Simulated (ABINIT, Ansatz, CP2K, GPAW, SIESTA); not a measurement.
One structure in several programs: Tl (P6_3/mmc, 2 atoms in the cell)

Self-consistent single point.

```
CELL_PARAMETERS angstrom
      3.56519     0.00000     0.00000
     -1.78259     3.08754     0.00000
      0.00000     0.00000     5.75610
ATOMIC_POSITIONS crystal
  Tl 0.33333 0.66667 0.25000
  Tl 0.66667 0.33333 0.75000
```

Shared settings, as Ansatz (a quantum-chemistry and plane-wave program) writes them: kpoints.mp_grid.grid = 9 9 5; scf.occupations.method = fermi_dirac; scf.occupations.width = 0.05 eV. Potentials and cutoffs stand in the table.

```csv
code,model,pressure (GPa),cutoff
Ansatz,"LDA (PW92), PAW files made with PBE",-4.18,420 eV
ABINIT,"LDA (PW92), norm-conserving pseudopotentials (PseudoDojo nc-sr-04 LDA standard)",-4.24,31 Ha
SIESTA,"LDA PW92, numerical atomic orbitals DZP, PseudoDojo LDA standard norm-conserving potentials (rewritten from UPF to PSML)",-4.44,grid 400 Ry
CP2K,"LDA (Pade form), GPW, DZVP-MOLOPT-SR-GTH basis, GTH-PADE potentials (GTH_POTENTIALS)",-3.60,grid 500 Ry
GPAW,"LDA (Perdew-Wang 92), GPAW PAW datasets LDA (gpaw-data 1.0.1)",-4.49,550 eV
```

On Ansatz's run: spin-orbit coupling is off.

The spread over the programs that give each value: pressure within 0.89 GPa.

SIESTA and CP2K use small atom-centred bases, whose incompleteness enters pressures, forces and empty levels differently from a plane-wave cutoff. Ansatz's pressure is given at a fixed set of plane waves, as the other plane-wave codes print theirs.

The starting cell comes from a database of computed structures (which also holds hypothetical and non-ambient phases and stackings), without a prior relaxation at this level. Its lattice was rescaled by a random factor within 2.5 % of one.

Left out of this page: Elk and FLEUR (not drawn, or without a comparable value).

Keys are those of Ansatz 0.2.
